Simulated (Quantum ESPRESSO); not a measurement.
## Several settings converged on ZrNi (Cm, 4 atoms in the cell)

```
CELL_PARAMETERS angstrom
      1.63941    -5.04623     0.00000
      1.63941     5.04623     0.00000
      0.00000     0.00000     4.05742
ATOMIC_POSITIONS crystal
  Zr 0.63783 0.36217 0.26232
  Zr 0.36217 0.63783 0.75000
  Ni 0.91683 0.08317 0.25000
  Ni 0.08317 0.91683 0.75000
```

Base method: PBEsol, GBRV 1.5 ultrasoft (PBESOL) pseudopotentials (plane waves; Quantum ESPRESSO).

Base settings: ecutwfc = 50 Ry; ecutrho = 400 Ry; occupations = smearing; smearing = fd; degauss = 0.0073499 Ry; potentials = {Zr: zr_pbesol_v1.uspp.F.UPF, Ni: ni_pbesol_v1.4.uspp.F.UPF}; K_POINTS = automatic 4 4 3 0 0 0; conv_thr = 1e-10 Ry; mixing_beta = 0.4.

The count of work is k-points × plane waves × bands × iterations; it is no time. Core times come from one kind of shared machine, to one figure; runs under 30 s give none.

**The cutoff for other potential files**

Level: DFT, PBEsol, plane waves, PseudoDojo standard norm-conserving (PBESOL) pseudopotentials.

In this ladder: ecutrho = default; pseudopotentials = {Zr: Zr.upf, Ni: Ni.upf}.

The second cell is the first with its lattice scaled by 0.98.

The mesh stays at the base's, so the ladder's end is converged at best in this setting alone.

Only quantities that move along the ladder and can be compared are tabulated.

```tsv
ecutwfc	free energy less the last step's (meV/atom)	energy of the compressed cell less the first (meV/atom)	pressure (GPa)	largest difference of a force vector from the last step's (eV/Å)	count of work / last	core time / last (rough)
45 Ry	19170.37	-46.93	-646.01	0.272	0.12	0.09
70 Ry	432.87	-5.61	-43.36	0.008	0.19	0.1
100 Ry	0.94	-5.44	-5.25	0.000	0.33	0.2
150 Ry	0.34	-5.45	-5.26	0.000	0.61	0.6
200 Ry	0.00	-5.45	-5.26	0.000	1.0	1
```

Coarsest ecutwfc that holds the forces within 0.02 eV/Å of the last step, with all finer ones: 70 Ry, at 0.19 of the last step's count of work and about 0.1 of the last step's time; the step before is off by 0.27 eV/Å.

Coarsest ecutwfc that holds the free energy within 5 meV/atom of the last step, with all finer ones: 100 Ry, at 0.33 of the last step's count of work and about 0.2 of the last step's time; the step before is off by 430 meV/atom.

Coarsest ecutwfc that holds the energy of the compressed cell less the first within 0.5 meV/atom of the last step, with all finer ones: 70 Ry, at 0.19 of the last step's count of work and about 0.1 of the last step's time; the step before is off by 41 meV/atom.

The energy difference between the two cells stays within 1 meV/atom of the last step's from 70 Ry on, the total only from 100 Ry on: much of the error is common to both cells and cancels.

At the lowest cutoff the pressure lies 641 GPa under the last step's, the usual sign of Pulay stress in an incomplete plane-wave basis.

**The density cutoff**

The second cell is the first with its lattice scaled by 0.98.

The mesh stays at the base's, so the ladder's end is converged at best in this setting alone.

Only quantities that move along the ladder and can be compared are tabulated.

```tsv
ecutrho	free energy less the last step's (meV/atom)	energy of the compressed cell less the first (meV/atom)	pressure (GPa)	largest difference of a force vector from the last step's (eV/Å)	core time / last (rough)
100 Ry	-26.91	1.90	-3.41	0.036	0.3
200 Ry	0.23	-5.97	-5.37	0.000	0.4
300 Ry	0.01	-5.97	-5.38	0.000	0.4
400 Ry	0.00	-5.97	-5.38	0.000	0.5
800 Ry	0.00	-5.97	-5.38	0.000	1
```

Coarsest ecutrho that holds the forces within 0.01 eV/Å of the last step, with all finer ones: 200 Ry, at about 0.4 of the last step's time; the step before is off by 0.036 eV/Å.

Coarsest ecutrho that holds the energy of the compressed cell less the first within 2 meV/atom of the last step, with all finer ones: 200 Ry, at about 0.4 of the last step's time; the step before is off by 7.9 meV/atom.

Coarsest ecutrho that holds the free energy within 2 meV/atom of the last step, with all finer ones: 200 Ry, at about 0.4 of the last step's time; the step before is off by 27 meV/atom.

On the base run: the starting cell comes from a database of computed structures (which also holds hypothetical and non-ambient phases and stackings), without a prior relaxation at this level. Its lattice was rescaled by up to half a per cent. One atom was moved a little off its site on purpose. Spin polarisation is off. In the base run, with a pressure of about -5 GPa the cell is away from its equilibrium volume at this level. Without a gap this mesh is coarse (it stands for a supercell whose shortest vector is 12 Å).
